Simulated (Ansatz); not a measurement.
Consider Ti₃Al (space group P6_3/mmc, No. 194; a = 5.756 Å, c = 4.655 Å).

All numbers come from Kohn–Sham DFT with the PBE functional, run in Ansatz (a quantum-chemistry and plane-wave program) with PAW and 420 eV plane waves, no spin-orbit coupling.

One change was made to it. Results:

The volume per atom shrinks by 2.84 Å³, from 16.69 Å³ to 13.85 Å³; the c/a ratio grows by 0.007 (0.809 → 0.816).

**Question.** Name the change that was made.
A) pressure 30 GPa
B) pressure 15 GPa
C) pressure 75 GPa

**Answer.** A, pressure 30 GPa. For comparison, the volume per atom in the other runs: pressure 75 GPa gives 11.75 Å³; pressure 15 GPa gives 14.99 Å³.

Load acts through the strain it causes; cell and atoms are relaxed under it. Stability against distortions was not tested. Competing high-pressure phases were not computed. All final runs are without spin polarisation.
